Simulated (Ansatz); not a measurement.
Li under a change: biaxial strain +2.50 %, plane normal [001], relaxed out of plane

Take Li in the bcc (W type) structure (space group Im-3m, No. 229; a = 3.434 Å; relaxed with 0.1 eV smearing) as the base. Axes: x, y, z lie along the cube axes.

Now apply this change: biaxial strain +2.50 %, plane normal [001], relaxed out of plane (Cartesian); in-plane vectors clamped, the third vector and the atoms free.

Method: PBEsol in Ansatz (plane waves to 420 eV, PAW, no spin-orbit coupling). Γ-centred 27×27×27 mesh, Fermi–Dirac width 0.1 eV.

* **Volume per atom**: 20.45 Å³ (base 20.25 Å³)
* **Space group**: I4/mmm (No. 139) (base Im-3m (No. 229))
* **Shortest interatomic distance**: 2.986 Å (base 2.974 Å)
* **Energy relative to the base (free energy F)**: +0.5 meV/atom
* **Band gap**: zero (base zero)
* **Out-of-plane strain**: -3.90 %
* **Ratio −ε⊥/ε∥**: 1.56
* **Mean in-plane stress (compression positive)**: -0.2 GPa

Cost of the whole job for the changed cell (relaxation, final SCF and bands): very roughly 60 core-seconds.

Whether these cells are dynamically stable was not tested.

Ansatz is a first-principles code.
